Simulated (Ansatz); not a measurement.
The reference is W₂C (space group P-3m1, No. 164; a = 3.0084 Å, c = 4.6248 Å; relaxed with 0.1 eV smearing). Axes: x lies along a and z along c of the hexagonal cell.

Method: PBEsol-D3(BJ) in Ansatz (plane waves to 420 eV, PAW, scalar-relativistic without spin-orbit coupling).

For the base:

```
Property                        Result
-----------------------------  -------
Shortest interatomic distance  2.101 Å
```

It is then changed as follows: biaxial strain −2.22 %, plane normal [001], relaxed out of plane (Cartesian); in-plane vectors clamped, the third vector and the atoms free.

**Question.** Estimate the effect on the out-of-plane strain, in-plane stress and shortest interatomic distance.

**Answer.** The out-of-plane strain amounts to +2.37 %; the mean in-plane stress (compression positive) is +9.9 GPa; the shortest interatomic distance decreases by 0.006 Å (2.101 Å → 2.095 Å).

Whether these cells are dynamically stable was not tested. The final runs are not spin-polarised.

Ansatz is a first-principles code.
